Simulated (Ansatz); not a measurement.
The reference is Si in the diamond structure (space group Fd-3m, No. 227; a = 5.434 Å).

All numbers come from PBEsol/PAW in Ansatz (a program for electronic structure), no spin-orbit coupling.

For the base:

Hole mass: 0.17, 0.26, 0.26 mₑ (at Γ)
Width of the top valence band: 3.90 eV
Band gap: 0.47 eV
Pressure: -0.01 GPa

The change: the cell is scaled by 0.9900 in all directions; the atoms relax in the strained cell.

### Question
Predict the new energy relative to the base, hole mass, width of the top valence band, band gap and pressure.

### Answer
The energy increases by 5.4 meV/atom; the hole mass (degenerate bands, along [100]) becomes 0.18, 0.25, 0.25 mₑ (at Γ) (base: 0.17, 0.26, 0.26 mₑ (at Γ)); the width of the top valence band rises by 0.13 eV (3.90 eV → 4.03 eV); the band gap shrinks by 0.06 eV to 0.41 eV; the pressure goes up by 3.012 GPa, from -0.01 GPa to 3.01 GPa.

Masses are band curvatures over ±0.01 Å⁻¹ around the edge. No phonon test of stability was made.
